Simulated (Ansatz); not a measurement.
Consider this model of amorphous Hf18O39Lu2.

```xyz
59
Lattice="8.8832 -0.0562 0.1248 -0.0562 8.7899 0.0722 0.1248 0.0722 9.4323" Properties=species:S:1:pos:R:3 pbc="T T T"
Hf     7.7167     8.4489     6.6803
Hf     5.6761     2.4118     6.8811
Hf     4.4712     8.2829     5.4645
Hf     1.9922     0.8696     7.2496
Hf     6.3872     0.7316     0.6532
Hf     2.7382     4.1195     7.4095
Hf     3.0318     2.3006     3.9147
Hf     5.0205     5.1251     4.3368
Hf     0.7674     0.4815     1.4382
Hf     6.4510     5.4348     7.2899
Hf     8.6032     3.1178     8.4048
Hf     6.5825     1.7965     3.6583
Hf     8.8674     4.2289     5.1455
Hf     0.6830     6.6838     8.7472
Hf     7.4117     6.8823     2.9917
Hf     5.1377     4.2079     0.9901
Hf     4.0641     7.9063     2.3853
Hf     4.0482     7.2880     8.9093
O      5.8302     2.3345     1.7873
O      4.6912     4.6221     6.5845
O      0.5214     5.6311     3.5783
O      1.7549     2.2913     2.3385
O      0.8863     7.8165     6.7912
O      4.2179     0.1604     0.5877
O      2.0732     3.5063     5.2433
O      3.4191     6.5804     4.8244
O      0.2515     4.6765     0.1609
O      7.7577     6.8363     8.0610
O      5.5064     7.2298     3.8515
O      8.7943     7.2178     1.3747
O      2.5393     0.6361     5.1949
O      8.3068     1.5409     0.3602
O      1.6548     8.6013     9.1756
O      3.2989     6.3516     1.3676
O      1.6711     2.6305     8.3211
O      6.2685     0.8660     5.5396
O      3.3819     3.8468     0.1303
O      6.9966     5.3662     5.0778
O      3.7380     2.2223     7.0838
O      5.4287     5.8580     9.0264
O      3.7560     4.1059     2.9134
O      6.0523     7.6709     1.4787
O      8.2044     2.7681     4.0461
O      5.2123     3.0219     4.7103
O      6.2182     5.1376     2.5433
O      7.7016     0.4134     2.5453
O      6.3889     3.5199     8.7902
O      8.1491     7.8383     4.7684
O      5.7940     7.2457     6.6089
O      7.4275     3.5763     6.6654
O      0.7173     4.7784     6.9848
O      8.8628     1.3747     6.9882
O      2.5975     6.0405     8.2485
O      6.4052     0.8127     8.0561
O      4.4945     0.7653     3.5820
O      3.6242     8.3998     7.3039
O      2.0305     8.3918     2.7928
Lu     1.4011     7.4397     4.6482
Lu     1.9103     4.4428     1.6238
```

Calculation: PBE, scalar-relativistic without spin-orbit coupling (plane waves to 420 eV, PAW; Ansatz, an electronic-structure program).

The cell was made by melting and quenching with the CHGNet potential and then relaxed with DFT. O atoms were pushed apart under 1.9 Å during the dynamics, to hinder bonds among them. The hot cell started wider than the set density and was brought back towards it in steps. It is the lowest in DFT energy of 2 quenches. It is a model cell: composition and starting density were chosen by hand, and all elements were melted together. No dispersion term was used. Its density started from a set value of 9.04 and ended at 9.44 g/cm³. Cooling (nominally 450 K/ps over its main leg) ran many orders faster than in experiment, which tends to leave more defects and strain. Values belong to this one cell and scatter from quench to quench. Volume and shape were free in the relaxation.

Bonds are counted up to Hf-Hf 3.34 Å, Hf-O 2.66 Å, Hf-Lu 3.73 Å, O-O 1.58 Å, O-Lu 2.78 Å, Lu-Lu 4.11 Å. Two cations that share two anions don't count as bonded, nor two that share one unless they lie closer than Hf-Hf 3.25 Å, Hf-Lu 3.63 Å, Lu-Lu 4.00 Å.

### Question
Give the coordination numbers, mean bond lengths and angles.

### Answer

```json
{
 "Mean coordination of Hf by anions": "6.56 (1 with 5, 7 with 6, 9 with 7, 1 with 8); 3 close contacts or bonds to cations besides",
 "Mean coordination of O": "3.33 (1 with 2, 24 with 3, 14 with 4)",
 "Mean coordination of Lu by anions": "6.00 (2 with 6); 3 close contacts or bonds to cations besides",
 "Mean Hf-O bond": "2.162 Å (spread 0.123 Å, 118 counted)",
 "Mean O-Lu bond": "2.285 Å (spread 0.133 Å, 12 counted)",
 "Mean Hf-Lu close contact": "3.483 Å (spread 0.033 Å, 3 counted)",
 "Bond angle at Hf": "mean 101.7°, spread 30.1°",
 "Bond angle at O": "mean 112.6°, spread 15.5°",
 "Bond angle at Lu": "mean 100.5°, spread 34.2°"
}
```

### Question
List the pairs of like atoms that count as bonded by the rules above.

### Answer
There are none by these rules.
